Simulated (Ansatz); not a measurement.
FeNi$_{3}$ in the Cu3Au type structure (space group Pm-3m, No. 221; ferromagnetic)

```
FeNi3
1.0
    3.51425     0.00000     0.00000
    0.00000     3.51425     0.00000
    0.00000     0.00000     3.51425
Ni Fe
3 1
Direct
  0.00000   0.50000   0.50000
  0.50000   0.50000   0.00000
  0.50000   0.00000   0.50000
  0.00000   0.00000   0.00000
```

The values are results of r2SCAN (Ansatz, a first-principles code, PAW, scalar-relativistic without spin-orbit coupling), not measurements. k-mesh 13×13×13 (Γ-centred); smearing 0.05 eV (Fermi–Dirac).

| Quantity | Value |
|---|---|
| Volume per atom | 10.85 Å³ |
| Density | 8.87 g/cm³ |
| Band gap | zero |
| Magnetic state | ferromagnetic |
| Total energy | -5505.571 eV/atom (σ→0; compares only within this code and set-up) |

The magnetic state is the one reached from the starting moments; the real material's order can differ, and small cells can't hold many antiferromagnetic ones. Whether these cells are dynamically stable was not tested.
